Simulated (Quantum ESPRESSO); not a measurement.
**How a calculation on FeRe (P1, 2 atoms in the cell) responds to its settings**

```yaml
crystal:
  lattice:
    - [2.68871, 0.00000, 0.00000]
    - [-1.34435, 2.32849, 0.00000]
    - [0.00000, 0.00000, 4.13993]
  atoms:
    - { symbol: Fe, position: [0.65058, 0.32193, 0.49252] }
    - { symbol: Re, position: [0.34942, 0.67807, 0.00748] }
```

Base run A: PBEsol, GBRV 1.5 ultrasoft (PBESOL) pseudopotentials run with Quantum ESPRESSO 7.5, self-consistent single point.

Its settings: ecutwfc = 50 Ry; ecutrho = 400 Ry; occupations = smearing; smearing = fermi-dirac; degauss = 0.0073499 Ry; potentials = {Fe: fe_pbesol_v1.5.uspp.F.UPF, Re: re_pbesol_v1.2.uspp.F.UPF}; K_POINTS = automatic 10 10 6 0 0 0; conv_thr = 1e-09 Ry.

The starting cell comes from a database of computed structures (which also holds hypothetical and non-ambient phases and stackings), without a prior relaxation at this level. Its atoms were displaced at random from the sites of space group no. 187. Spin polarisation is off. In the base run, with a pressure of about -12 GPa the cell is away from its equilibrium volume at this level.

Runs:
- B: pseudopotentials: {Fe: fe_pbesol_v1.5.uspp.F.UPF, Re: re_pbesol_v1.2.uspp.F.UPF} → {Fe: fe_lda_v1.5.uspp.F.UPF, Re: re_lda_v1.2.uspp.F.UPF} [LDA (PZ)]
- C: pseudopotentials: {Fe: fe_pbesol_v1.5.uspp.F.UPF, Re: re_pbesol_v1.2.uspp.F.UPF} → {Fe: fe_pbe_v1.5.uspp.F.UPF, Re: re_pbe_v1.2.uspp.F.UPF}; input_dft: default → blyp [BLYP]
- D: pseudopotentials: {Fe: fe_pbesol_v1.5.uspp.F.UPF, Re: re_pbesol_v1.2.uspp.F.UPF} → {Fe: fe_pbe_v1.5.uspp.F.UPF, Re: re_pbe_v1.2.uspp.F.UPF}; input_dft: default → wc [Wu-Cohen GGA]
- E: pseudopotentials: {Fe: fe_pbesol_v1.5.uspp.F.UPF, Re: re_pbesol_v1.2.uspp.F.UPF} → {Fe: fe_pbe_v1.5.uspp.F.UPF, Re: re_pbe_v1.2.uspp.F.UPF}; input_dft: default → vdw-df2 [vdW-DF2]
- F: pseudopotentials: {Fe: fe_pbesol_v1.5.uspp.F.UPF, Re: re_pbesol_v1.2.uspp.F.UPF} → {Fe: fe_pbe_v1.5.uspp.F.UPF, Re: re_pbe_v1.2.uspp.F.UPF}; input_dft: default → vdw-df-cx [vdW-DF-cx]
- G: pseudopotentials: {Fe: fe_pbesol_v1.5.uspp.F.UPF, Re: re_pbesol_v1.2.uspp.F.UPF} → {Fe: fe_pbe_v1.5.uspp.F.UPF, Re: re_pbe_v1.2.uspp.F.UPF}; input_dft: default → rvv10 [rVV10]

```json
[
 {"run": "A", "pressure (GPa)": "-12.42", "largest force (eV/Å)": "0.580"},
 {"run": "B", "pressure (GPa)": "-18.77", "largest force (eV/Å)": "0.536"},
 {"run": "C", "pressure (GPa)": "9.44", "largest force (eV/Å)": "0.636"},
 {"run": "D", "pressure (GPa)": "___", "largest force (eV/Å)": "0.592"},
 {"run": "E", "pressure (GPa)": "___", "largest force (eV/Å)": "0.729"},
 {"run": "F", "pressure (GPa)": "-11.75", "largest force (eV/Å)": "0.593"},
 {"run": "G", "pressure (GPa)": "3.60", "largest force (eV/Å)": "0.726"}
]
```

Fill in the missing entries.


- D, pressure (GPa): -10.42
- E, pressure (GPa): 15.64

Left out of this page: 3 runs of the series held back from this collection.
